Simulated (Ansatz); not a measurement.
Consider LiNbO₃ (space group R3c, No. 161).

```
LiNbO3
1.0
    2.56733     1.48225     4.60804
   -2.56733     1.48225     4.60804
    0.00000    -2.96450     4.60804
Li Nb O
2 2 6
Direct
  0.28078   0.28078   0.28078
  0.78078   0.78078   0.78078
  0.99839   0.99839   0.99839
  0.49839   0.49839   0.49839
  0.10932   0.35998   0.71863
  0.71863   0.10932   0.35998
  0.35998   0.71863   0.10932
  0.21863   0.85998   0.60932
  0.85998   0.60932   0.21863
  0.60932   0.21863   0.85998
```

Calculations: Kohn–Sham DFT with the PBEsol functional, run in Ansatz (an electronic-structure program) with PAW and 420 eV plane waves, scalar-relativistic without spin-orbit coupling.

Base values:

| Item | Value |
|---|---|
| Pressure | 0.00 GPa |

Now apply this change: an isotropic linear strain of −1.50 %, atoms relaxed at fixed cell.

Estimate the effect on the energy relative to the base, pressure and largest internal atomic displacement.

The energy grows by 8.1 meV/atom; the pressure (mean of the normal stresses, compression positive) goes from zero to 5.78 GPa; the largest internal atomic displacement is 0.044 Å.

No phonon test of stability was made.
